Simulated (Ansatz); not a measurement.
**What isotropic strain +0.37 % does to HgTe**

Consider HgTe in the zinc blende structure (space group F-43m, No. 216; a = 6.6507 Å).

One thing is altered: every lattice vector is stretched by 0.37 %; the atoms relax in the strained cell.

Method: PBE in Ansatz (plane waves to 420 eV, PAW, without spin-orbit coupling), earlier PAW set. k-mesh 12×12×12 (Γ-centred); smearing 0.05 eV (Fermi–Dirac).

- Volume per atom = 37.18 Å³ (base 36.77 Å³)
- Space group = F-43m (No. 216) (base F-43m (No. 216))
- Energy relative to the base (free energy F) = +0.5 meV/atom
- Pressure = -0.4 GPa (base 0.0 GPa)
- Band gap = zero (base zero)

With Hg and Te present, leaving out spin-orbit coupling can change the band edges. No phonon test of stability was made. All final runs are without spin polarisation. The zero or small gap of HgTe can change with the level of theory.

Ansatz is a first-principles code.
